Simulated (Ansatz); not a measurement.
The parent structure is KMgF$_{3}$ in the cubic perovskite structure (space group Pm-3m, No. 221).

```xyz
5
Lattice="4.0541 0.0000 0.0000 0.0000 4.0541 0.0000 0.0000 0.0000 4.0541" Properties=species:S:1:pos:R:3 pbc="T T T"
K      0.0000     0.0000     0.0000
Mg     2.0271     2.0271     2.0271
F      2.0271     0.0000     2.0271
F      0.0000     2.0271     2.0271
F      2.0271     2.0271     0.0000
```

The values are results of PBE/PAW in Ansatz (a quantum-chemistry and plane-wave program), scalar-relativistic without spin-orbit coupling, not measurements.

Before the change:

Band gap: 6.96 eV
Width of the top valence band: 0.52 eV
Lattice parameter a: 4.054 Å

Now apply this change: a hydrostatic pressure of 1.5 GPa.

Question: How does this affect the band gap?

Answer: The band gap grows by 0.16 eV (6.96 eV → 7.12 eV).

Question: How does this affect the width of the top valence band?

Answer: The width of the top valence band hardly moves (0.52 eV against 0.53 eV).

Question: What happens to the lattice parameter a?

Answer: The lattice parameter a drops by 0.029 Å, from 4.054 Å to 4.025 Å.

Load acts through the strain it causes; cell and atoms are relaxed under it. Stability against distortions was not tested.
